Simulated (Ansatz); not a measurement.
**What each level gives and costs: CsPbBr3 (Pm-3m, 5 atoms in the cell)**

```yaml
crystal:
  lattice:
    - [5.91234, 0.00000, 0.00000]
    - [0.00000, 5.91234, 0.00000]
    - [0.00000, 0.00000, 5.91234]
  atoms:
    - { symbol: Cs, position: [0.00000, 0.00000, 0.00000] }
    - { symbol: Pb, position: [0.50000, 0.50000, 0.50000] }
    - { symbol: Br, position: [0.50000, 0.50000, 0.00000] }
    - { symbol: Br, position: [0.00000, 0.50000, 0.50000] }
    - { symbol: Br, position: [0.50000, 0.00000, 0.50000] }
```

Program: Ansatz (an electronic-structure program), default PAW files made with PBE; each row names its functional.

Base settings: basis.ecutwfc = 420 eV; kpoints.mp_grid.grid = 3 3 3; hamiltonian.xc = hse06; hamiltonian.pseudopotentials = {kind: paw} (the program's default PAW files); scf.occupations.method = fixed.

Differences are taken from HSE06, a reference of convenience: it is no measurement, and no ranking of the functionals follows.

Core times come from one kind of shared machine and are given to one figure; runs under 30 s give none.

The starting cell comes from a database of computed structures (which also holds hypothetical and non-ambient phases and stackings), without a prior relaxation at this level. Its lattice was rescaled by a random factor within 2.5 % of one. Ansatz's pressure includes its estimate of the finite-basis (Pulay) stress. A gap is left out here, as mesh or smearing make it unsure.

| level | pressure less reference (GPa) | core time / reference (rough) |
|---|---|---|
| PBE | 0.40 | – |
| PBE0 | 0.00 | 1.0 |
| HSE06 | 0.00 | 1 |

Keys are those of Ansatz 0.2.
